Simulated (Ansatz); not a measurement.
Band structure of CdIn₃ (P6_3/mmc, 8 atoms in the cell).

```
CdIn3
1.0
    6.53558     0.00000     0.00000
   -3.26779     5.65998     0.00000
    0.00000     0.00000     5.54681
Cd In
2 6
Direct
  0.66667   0.33333   0.25000
  0.33333   0.66667   0.75000
  0.33395   0.16698   0.75000
  0.66605   0.83303   0.25000
  0.16698   0.33395   0.25000
  0.83303   0.66605   0.75000
  0.83303   0.16698   0.75000
  0.16698   0.83303   0.25000
```

Level of theory: PBEsol, PAW files made with PBE (plane waves; Ansatz, an electronic-structure program).

Settings: kpoints.mp_grid.grid = 3 3 4; hamiltonian.xc = pbesol; hamiltonian.pseudopotentials = {kind: paw} (the program's default PAW files); scf.occupations.method = fermi_dirac; scf.occupations.width = 0.136 eV; kpoints.band_path.npoints = 8.

The starting cell comes from a database of computed structures (which also holds hypothetical and non-ambient phases and stackings), without a prior relaxation at this level.

Levels in eV from the Fermi level, bands 56 to 63:
```tsv
point	56	57	58	59	60	61	62	63
Γ	-3.14	-3.08	0.43	0.43	0.75	0.75	0.77	1.19
M	-1.55	-1.51	-0.26	-0.09	0.34	0.51	0.64	0.81
K	-1.89	-1.40	-1.24	-1.07	-1.07	2.20	2.20	2.38
A	-2.62	-2.12	-2.12	-2.12	-2.12	-1.69	-1.69	3.21
L	-3.54	0.77	0.77	1.01	1.01	1.92	1.92	2.04
H	-1.47	-0.77	-0.77	0.14	0.14	3.56	3.56	3.59
```

Bands cross the Fermi level along this path, so the cell is metallic at this level.

Keys are those of Ansatz 0.2.
